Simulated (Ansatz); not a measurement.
Bi2Te3 (model structure, started from the A-La2O3 type, P-3m1, No. 164, 5 atoms in the cell) was calculated with LDA (PAW; Ansatz, an electronic-structure program).

Settings: plane-wave cutoff 520 eV, 12×12×4 k mesh (along the axes of the cell as run), Fermi–Dirac smearing 0.01 eV, scalar-relativistic PAW data made under PBE.

Cell (relaxed at this level):

```xyz
5
Lattice="4.3174 0.0000 0.0000 -2.1587 3.7390 0.0000 0.0000 0.0000 10.3886" Properties=species:S:1:pos:R:3 pbc="T T T"
Bi     0.0000     2.4927     2.0108
Bi     2.1587     1.2463     8.3778
Te     0.0000     0.0000     0.0000
Te     0.0000     2.4927     6.6511
Te     2.1587     1.2463     3.7375
```

### Question
Estimate the band gap that the calculation returns.

### Answer

* **band gap**: 0.36 eV

Note: the relaxation could raise the start's symmetry but not lower it, so the cell can be a saddle point.

Spin–orbit coupling is not included; with these elements it can move the gap by several tenths of an eV or more.

Static lattice: no zero-point or thermal effects.

The result took roughly 30 core-seconds.

A model structure was made by putting elements into a prototype or built by hand; it is no filed structure, need not be a known phase, and can be a saddle point held by its symmetry.
